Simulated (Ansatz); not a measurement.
Results of LDA (plane waves, PAW; Ansatz, a quantum-chemistry and plane-wave program) for Cs2HfI6 (Fm-3m, No. 225, 9 atoms in the cell; start COD 1530776).

Numerical settings: plane-wave cutoff 520 eV, 6×6×6 k mesh, Fermi–Dirac smearing 0.01 eV, scalar-relativistic PAW data made under PBE.

Cell (measured lattice):

```cif
data_Cs2HfI6
_chemical_formula_sum 'Hf1 Cs2 I6'
_space_group_name_H-M_alt 'P 1'
_space_group_IT_number 1
_cell_length_a 8.20880
_cell_length_b 8.20880
_cell_length_c 8.20880
_cell_angle_alpha 60.000
_cell_angle_beta 60.000
_cell_angle_gamma 60.000
loop_
_space_group_symop_operation_xyz
  'x, y, z'
loop_
_atom_site_label
_atom_site_type_symbol
_atom_site_fract_x
_atom_site_fract_y
_atom_site_fract_z
_atom_site_occupancy
Hf1 Hf 0.00000 0.00000 0.00000 1
Cs1 Cs 0.75000 0.75000 0.75000 1
Cs2 Cs 0.25000 0.25000 0.25000 1
I1 I 0.75630 0.75630 0.24370 1
I2 I 0.24370 0.24370 0.75630 1
I3 I 0.75630 0.24370 0.75630 1
I4 I 0.24370 0.75630 0.24370 1
I5 I 0.24370 0.75630 0.75630 1
I6 I 0.75630 0.24370 0.24370 1
```

### Question
What does this level give for the band gap, smallest direct gap on the k points sampled and direct gap at Γ?

### Answer

- band gap = 1.98 eV
- smallest direct gap on the k points sampled = 2.01 eV
- direct gap at Γ = 2.02 eV

Note: the file's cell can be that of a phase stable at another temperature; cell and atoms aren't relaxed at this level (pressure -1.3 GPa).

Spin–orbit coupling is not included; with these elements it can move the gap by several tenths of an eV or more.

The computed numbers hold no vibrational or temperature effects.

It cost roughly 2.3 core-minutes of CPU time.
